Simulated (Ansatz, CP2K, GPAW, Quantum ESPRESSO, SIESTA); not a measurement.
One structure in several programs: CdS (P6_3mc, 8 atoms in the cell)

Self-consistent single point.

```
CdS
1.0
    4.18217     0.00000     0.00000
   -2.09109     3.62187     0.00000
    0.00000     0.00000    13.69136
Cd S
4 4
Direct
  0.00000   0.00000   0.00000
  0.00000   0.00000   0.50000
  0.66667   0.33333   0.75018
  0.33333   0.66667   0.25018
  0.00000   0.00000   0.81216
  0.00000   0.00000   0.31216
  0.66667   0.33333   0.56329
  0.33333   0.66667   0.06329
```

Shared settings, as Ansatz (a quantum-chemistry and plane-wave program) writes them: kpoints.mp_grid.grid = 6 6 2; scf.occupations.method = gaussian; scf.occupations.width = 0.1 eV. Potentials and cutoffs stand in the table.

```csv
code,model,pressure (GPa),largest force (eV/Å),gap on the mesh (eV),cutoff
Quantum ESPRESSO,"LDA (PZ), GBRV 1.5 ultrasoft (LDA) pseudopotentials",-4.60,0.083,0.765,40 Ry
Ansatz,"LDA (PW92), default PAW files made with PBE",-4.69,0.082,0.795,420 eV
GPAW,"LDA (Perdew-Wang 92), GPAW PAW datasets LDA (gpaw-data 1.0.1)",-4.94,0.080,0.780,550 eV
SIESTA,"LDA PW92, numerical atomic orbitals DZP, PseudoDojo LDA standard norm-conserving potentials (rewritten from UPF to PSML)",-5.33,0.084,1.040,grid 300 Ry
CP2K,"LDA (Pade form), GPW, DZVP-MOLOPT-SR-GTH basis, GTH-PADE potentials (GTH_POTENTIALS)",-3.37,0.081,0.749,grid 500 Ry
```

Size of the force on each atom (eV/Å): Sizes of forces hide their directions.

```csv
code,Cd1,Cd2,Cd3,Cd4,S5,S6,S7,S8
Quantum ESPRESSO,0.011,0.011,0.004,0.004,0.067,0.067,0.083,0.083
Ansatz,0.013,0.013,0.004,0.004,0.065,0.065,0.082,0.082
GPAW,0.014,0.014,0.003,0.003,0.064,0.064,0.080,0.080
SIESTA,0.018,0.018,0.000,0.000,0.065,0.065,0.084,0.084
CP2K,0.006,0.006,0.007,0.007,0.068,0.068,0.081,0.081
```

Gaps are read on the mesh.

The spread over the programs that give each value: pressure within 1.96 GPa; largest force within 0.004 eV/Å; gap on the mesh within 0.291 eV.

SIESTA and CP2K use small atom-centred bases, whose incompleteness enters pressures, forces and empty levels differently from a plane-wave cutoff. Ansatz's pressure is given at a fixed set of plane waves, as the other plane-wave codes print theirs. The same LDA comes in different parametrisations, which differ slightly. In the pressure, CP2K (by 1.32) lies more than 1 GPa from the median of the plane-wave programs. In the gap, SIESTA (by 0.261) lies more than 0.12 eV from the median of the plane-wave programs.

The starting cell was generated: these elements placed on a structure prototype, without a prior relaxation; it need not be a known phase or ordering of this composition. Its lattice was rescaled by a random factor within 2.5 % of one.

Keys are those of Ansatz 0.2.
